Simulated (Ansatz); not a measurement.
## Relaxation of cell and atoms of Zr3Si2 (P4/mbm, 10 atoms in the cell) at several settings

```xyz
10
Lattice="7.1894 0.0000 0.0000 0.0000 7.1894 0.0000 0.0000 0.0000 3.7590" Properties=species:S:1:pos:R:3 pbc="T T T"
Zr     1.2515     4.8462     1.8795
Zr     5.9380     2.3432     1.8795
Zr     2.3432     1.2515     1.8795
Zr     4.8462     5.9380     1.8795
Zr     0.0000     0.0000     0.0000
Zr     3.5947     3.5947     0.0000
Si     4.4707     0.8760     0.0000
Si     2.7187     6.3134     0.0000
Si     6.3134     4.4707     0.0000
Si     0.8760     2.7187     0.0000
```

Base: r2SCAN, default PAW files made with PBE (Ansatz, a first-principles code). Its settings: basis.ecutwfc = 500 eV; kpoints.mp_grid.grid = 3 3 6; hamiltonian.xc = r2scan; hamiltonian.pseudopotentials = {kind: paw} (the program's default PAW files); scf.occupations.method = cold; scf.occupations.width = 0.136 eV. Starting volume 19.43 Å³ per atom.

Each line gives the change from the base single point and the result:

- relax: default → cell and atoms: pressure 0.01 GPa; largest force (vector length) 0.007 eV/Å; final cell a = 7.107 Å, b = 7.107 Å, c = 3.707 Å, α = 90.00°, β = 90.00°, γ = 90.00°; final volume per atom 18.72 Å³; relaxation steps 6; free energy against the base single point -10.6 meV/atom.
- relax: default → cell and atoms; relax.cell.p_target: default → -2 GPa: pressure -2.00 GPa; largest force (vector length) 0.002 eV/Å; final cell a = b = 7.132 Å, c = 3.741 Å, α = β = γ = 90.00°; final volume per atom 19.02 Å³; relaxation steps 6; free energy against the base single point -8.8 meV/atom.

The starting cell comes from a database of computed structures (which also holds hypothetical and non-ambient phases and stackings), without a prior relaxation at this level. Its lattice was rescaled by a random factor within 2.5 % of one. Ansatz's pressure includes its estimate of the finite-basis (Pulay) stress.

Left out of this page: 1 run of the series unsound by tests on forces, stress, charge or solver warnings.

Keys are those of Ansatz 0.2.
